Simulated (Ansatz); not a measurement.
Take KTaO$_{3}$ in the cubic perovskite structure (space group Pm-3m, No. 221; a = 4.024 Å) as the base.

All numbers come from Ansatz (a program for electronic structure) PBE, spin-orbit coupling left out.

Before the change:

```
Quantity               Value
-------------------  -------
Band gap             2.16 eV
Smallest direct gap  2.78 eV
```

One thing is altered: every lattice vector is shortened by 3.00 %, atoms relaxed at fixed cell.

Question: What happens to the energy relative to the base, band gap and smallest direct gap?

Answer: The energy increases by 69 meV/atom; the band gap increases by 0.20 eV, from 2.16 eV to 2.36 eV; the smallest direct gap goes up by 0.15 eV to 2.93 eV.

With Ta present, leaving out spin-orbit coupling can change the band edges. The cells carry an imposed strain or load. No phonon test of stability was made.
